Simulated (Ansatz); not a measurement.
The (10-10) face of bulk 2H WSe2 can be cut between different planes. Symmetric, stoichiometric slabs relaxed in the 1x1 cell (41.9 Å²): top plane 2 Se + W, 0.95 Å over the next in the ideal cut; top plane 2 Se + W, 1.89 Å over the next in the ideal cut.

Computed with PBE with D3(BJ) dispersion (plane waves to 420 eV, PAW; Ansatz, a first-principles code).

**Question.** Order them by surface energy (lowest first) at the level PBE with D3(BJ) dispersion.

**Answer.** the cut with an outer spacing of 0.95 Å (1.89 J/m²), the cut with an outer spacing of 1.89 Å (2.81 J/m²; 2 Se–Se bonds formed)
